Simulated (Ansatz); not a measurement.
LiGa5O8 (Pmna), Ansatz (a first-principles code) with PBEsol, rigid bands: N_c = 3.36e18 cm⁻³ at 300 K and an electron conductivity mass of 0.277 mₑ along x (a = (5.87, 0.00, 0.00) Å; b = (0.00, 5.77, 0.00) Å; c = (0.00, 0.00, 8.19) Å).

**Question.** For 1e16 electrons per cm³ at 300 K, place the Fermi level, estimate the Seebeck coefficient of a parabolic band with constant τ, and give mobility and conductivity for τ = 50 fs.

**Answer.** The level lies k_BT ln(N_c/n) = 0.150 eV below the conduction-band minimum. S ≈ −(k_B/e)[ln(N_c/n) + 5/2] = -717 μV/K, against -716 μV/K from the full bands (mean over directions). μ = eτ/m = 317 cm²/(V·s) and σ = neμ = 0.509 S/cm. τ is assumed, not computed.

Band transport and this doping are assumed; polarons and phonon drag are left out. Spin-orbit coupling is left out.

Computed structure with no diffraction record at hand here (it may be known, metastable or hypothetical): LiGa5O8 (Pmna).
